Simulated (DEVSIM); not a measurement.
System: abrupt InP p-n junction, at 250 K.

Layer 1 from the left is InP, thickness (μm) 1.30, Na (cm⁻³) 2e17, τn (s) 1.2e-8, τp (s) 1.2e-8. Layer 2 from the left is InP, thickness (μm) 1.70, Nd (cm⁻³) 5.2e16, τn (s) 1.2e-8, τp (s) 1.2e-8.

Left contact: ohmic. Right contact: ohmic. Voltage is applied to the left contact. Recombination: SRH at mid-gap. Mobility is μmin + (μ − μmin)/(1 + (N/Nref)^α).

Constants are typed, rounded textbook-type inputs, not results; the design itself was drawn at random and stands for no fabricated device. Values at 300 K; Nc and Nv go as T^1.5, mobilities as T to minus their exponent, the gap by Varshni's rule with the affinity fixed.

InP: gap (eV) 1.344, affinity (eV) 4.38, permittivity 12.5, Nc (cm⁻³) 5.7e17, Nv (cm⁻³) 1.1e19, μn (cm²/Vs) 5200, μp (cm²/Vs) 170, μn,min 400, μp,min 10, Nref,n 3e17, Nref,p 4.9e17, αn 0.47, αp 0.62, T exponent of μn 2, T exponent of μp 2, Varshni α (eV/K) 0.000363, Varshni β (K) 162.

Estimate by hand the built-in potential, the peak field at zero bias, the capacitance at -1.5 V, and compare with a numerical solution.


- Built-in potential: ni = √(Nc Nv) exp(−Eg/2kT) = 37600 cm⁻³ with Eg = 1.360 eV; Vbi = kT/q ln(Na Nd/ni²) = 1.234 V; numerical 1.234 V.
- Peak field at zero bias: depletion approximation: W = √(2εVbi/(qN)) = 0.203 μm with N = 4.13e16 cm⁻³; field = 2Vbi/W = 121000 V/cm; numerical 119000 V/cm (estimate above by 1.8 %).
- Capacitance at -1.5 V: C = √(qεN / 2(Vbi + |V|)) = 36.6 nF/cm²; numerical 36.9 nF/cm² (estimate below by 0.79 %).

Model (solved in DEVSIM): 1D drift-diffusion, Boltzmann statistics, complete ionisation; no tunnelling, impact ionisation, image-force lowering or self-heating.
